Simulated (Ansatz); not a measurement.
**BeTe, response to strain**

Start from BeTe in the zinc blende structure (space group F-43m, No. 216; a = 5.604 Å). Axes: x, y, z lie along the cube axes.

Strains are applied to the cell and any free atomic positions relax.

Level of theory: PBEsol, PAW, 420 eV (Ansatz, a first-principles code; no spin-orbit coupling).

```csv
uniaxial strain ε_zz (%),band gap (eV)
-3,1.51
-2.5,1.57
-2,1.62
-1.5,1.67
-1,?
-0.5,1.78
0,1.84
```

Problem. Fit E_g = E₀ + Dε (ε in %) to the rows shown and predict the withheld row.

Solution. Least squares on the printed values gives E₀ = 1.84 eV, D = 108 meV per % of strain (largest residual 0.00 eV); this predicts 1.73 eV, and the run gives 1.73 eV, in agreement.

Spin-orbit coupling, missing from the scalar runs, can matter with Te. Semilocal Kohn–Sham gaps tend to fall short of experiment. Whether these cells are dynamically stable was not tested.
